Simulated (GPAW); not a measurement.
A user runs GPAW on Mg2CuSi3 (R-3m, 6 atoms in the cell) and asks whether the run is sound. The aim is a self-consistent single point with DFT PBEsol, plane waves, GPAW PAW datasets PBEsol (made by gpaw-setup).

Cell that was meant: a = 4.9397 Å, b = 4.9397 Å, c = 4.9397 Å, α = 65.38°, β = 65.38°, γ = 65.38°.

Part of the input:

```python
from gpaw import GPAW

atoms = Atoms(['Mg', 'Mg', 'Si', 'Si', 'Si', 'Cu'],
              cell=[[1.411850, 0.815132, 2.043323],
                    [-1.411850, 0.815132, 2.043323],
                    [0.000000, -1.630264, 2.043323]],
              scaled_positions=[[0.627283, 0.627283, 0.627283],
                                [0.372717, 0.372717, 0.372717],
                                [0.000000, 0.500000, 0.000000],
[...]
            nbands=-12,
            convergence={'density': 1e-05, 'energy': 1e-05},
            symmetry={'symmorphic': False, 'tolerance': 0.0005},
            maxiter=60,
            txt='-')

atoms.calc = calc
```

Output (repeated stretches shortened):

```
Input parameters:
  convergence: {density: 1e-05,
                energy: 1e-05}
  kpts: [5 5 5]
  maxiter: 60
  mode: {ecut: 800,
   [... lines left out ...]
   5 Cu     0.000000    0.000000    0.000000    ( 0.0000,  0.0000,  0.0000)

Unit cell:
           periodic     x           y           z      points  spacing
  1. axis:    yes    1.411850    0.815132    2.043323    18     0.1262
  2. axis:    yes   -1.411850    0.815132    2.043323    18     0.1262
  3. axis:    yes    0.000000   -1.630264    2.043323    18     0.1262

  Lengths:   2.613987   2.613987   2.613987
  Angles:   65.382742  65.382742  65.382741

Effective grid spacing dv^(1/3) = 0.1342
     iter     time        total  log10-change:
                         energy   eigst   dens
iter:   1 --:--:--   324.995481
iter:   2 --:--:--   330.733171   -1.27  -0.83
iter:   3 --:--:--   351.866448   -0.49  -0.88
iter:   4 --:--:--   364.395640   -0.53  -1.14
iter:   5 --:--:--   367.864154   -0.77  -1.27
   [... 7 lines left out ...]
iter:  13 --:--:--   367.323703   -5.09  -2.94
iter:  14 --:--:--   367.325407   -5.09  -3.10
iter:  15 --:--:--   367.327601   -4.00  -3.17
iter:  16 --:--:--   367.327574   -5.41  -3.30
iter:  17 --:--:--   367.327561c  -6.61  -3.55
   [... lines left out ...]
iter:  20 --:--:--   367.327716c  -5.64  -3.86
iter:  21 --:--:--   367.327722c  -6.92  -3.93
iter:  22 --:--:--   367.327747c  -7.13  -3.96
iter:  23 --:--:--   367.327743c  -8.06c -4.03
iter:  24 --:--:--   367.327767c  -6.97  -4.10
iter:  25 --:--:--   367.327766c  -8.69c -4.47
iter:  26 --:--:--   367.327767c  -7.91c -4.49
iter:  27 --:--:--   367.327768c  -8.71c -4.81
iter:  28 --:--:--   367.327769c  -7.90c -4.88
iter:  29 --:--:--   367.327770c  -8.99c -4.97
iter:  30 --:--:--   367.327769c  -8.83c -4.99
iter:  31 --:--:--   367.327770c  -9.77c -5.11c
Converged after 31 iterations.

Dipole moment: (0.000000, -0.000000, -0.000000) |e|*Ang

Energy contributions relative to reference atoms: (reference = -79474.941284)

Kinetic:       +2206.275671
Potential:     -1561.931742
External:        +0.000000
XC:            -285.976249
Entropy (-ST):   +0.001037
Local:           +8.959399
SIC:             +0.000000
--------------------------
Free energy:   +367.328115
Extrapolated:  +367.327770

Showing only first 2 kpts
 Kpt  Band  Eigenvalues  Occupancy
  0    19     48.58452    2.00000
  0    20     50.66013    2.00000
  0    21     50.66014    2.00000
  0    22     51.16039    2.00000

  1    19     48.57319    2.00000
  1    20     52.57672   -0.06417
  1    21     52.84662   -0.00000
  1    22     53.35444   -0.00000

   [... lines left out ...]
Fermi level: 52.46779
No gap
   [... lines left out ...]
  2 Si   -0.00000    0.00000   -0.00000
  3 Si    0.00000    0.00000    0.00000
  4 Si    0.00000    0.00000    0.00000
  5 Cu    0.00000   -0.00000    0.00000

Stress tensor:
   -48.838574    -0.000000    -0.000000
    -0.000000   -48.838571     0.000000
    -0.000000     0.000000   -49.820201
Stress (GPa, Voigt): [-7824.8021 -7824.8017 -7982.0761     0.        -0.        -0.    ]
```

Q: Can these results be used? Check the input.

A: The run is not sound. The fault is this: cell numbers converted the wrong way (times 0.529). Bohr and ångström differ by a factor of 1.89; the cell that the program reads is then far too large or far too small. To fix it, give the lengths in the unit that the key or card expects. The run converged in 31 iterations without an error; against the sound input the free energy goes up by 65.4 eV/atom, the pressure goes from -1.27 to 7877 GPa and the largest force goes from 0.089 to 17.17 eV/Å.

An input that runs soundly differs in these lines (not the only fix; some lines may just follow from the change or write a value another way):
```diff
-              cell=[[1.411850, 0.815132, 2.043323],
-                    [-1.411850, 0.815132, 2.043323],
-                    [0.000000, -1.630264, 2.043323]],
+              cell=[[2.668010, 1.540376, 3.861320],
+                    [-2.668010, 1.540376, 3.861320],
+                    [0.000000, -3.080753, 3.861320]],
-            maxiter=60,
+            maxiter=120,
```

With that input, the run converged in 26 iterations: free energy E − TS (from the program's reference atoms) -25.2424 eV; Fermi level (on the code's own zero) 7.03 eV; pressure -1.27 GPa; largest force (vector length) 0.089 eV/Å (DFT PBEsol, plane waves, GPAW PAW datasets PBEsol (made by gpaw-setup)).

On the sound input: the starting cell comes from a database of computed structures (which also holds hypothetical and non-ambient phases and stackings), without a prior relaxation at this level. Spin polarisation is off.
